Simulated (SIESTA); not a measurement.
Band structure of Ti₆O (P-31m, 7 atoms in the cell).

```
Ti6O
1.0
    5.10479     0.00000     0.00000
   -2.55240     4.42088     0.00000
    0.00000     0.00000     4.73055
Ti O
6 1
Direct
  0.66886   0.66886   0.26073
  0.33114   0.33114   0.73927
  0.33114   0.00000   0.26073
  0.66886   0.00000   0.73927
  0.00000   0.33114   0.26073
  0.00000   0.66886   0.73927
  0.00000   0.00000   0.00000
```

Method: GGA PBEsol, numerical atomic orbitals DZP, PseudoDojo PBEsol standard norm-conserving potentials (rewritten from UPF to PSML) (SIESTA 5.4.2).

Settings: XC.functional = GGA; XC.authors = PBEsol; potentials = PseudoDojo PBEsol standard; PAO.BasisSize = DZP; PAO.EnergyShift = 0.01 Ry; MeshCutoff = 300 Ry; kgrid.MonkhorstPack = 5 5 5; OccupationFunction = MP; OccupationMPOrder = 0; ElectronicTemperature = 580.23 K; MaxSCFIterations = 150; SCF.Mixer.Method = Pulay; SCF.Mixer.Weight = 0.25; SCF.Mixer.History = 6.

The starting cell comes from a database of computed structures (which also holds hypothetical and non-ambient phases and stackings), without a prior relaxation at this level. Spin polarisation is off, so a magnetic state, if there is one, cannot be reached. Values carry the incompleteness of an atom-centred basis.

Levels in eV from the Fermi level, bands 36 to 41:
```
point     36     37     38     39     40    41
-----  -----  -----  -----  -----  -----  ----
Γ      -0.97  -0.97  -0.05   0.17   0.17  0.65
M      -1.07  -1.06  -0.61  -0.26   0.48  0.67
K      -1.30  -0.89  -0.36  -0.36   0.69  0.69
A      -0.50  -0.50  -0.40  -0.29  -0.29  0.24
L      -0.67  -0.61  -0.47  -0.38  -0.23  0.19
H      -0.74  -0.68  -0.68  -0.46  -0.15  0.64
```

Bands cross the Fermi level along this path, so the cell is metallic at this level.

Higher empty bands are left out: an atom-centred basis made for the valence describes them poorly.
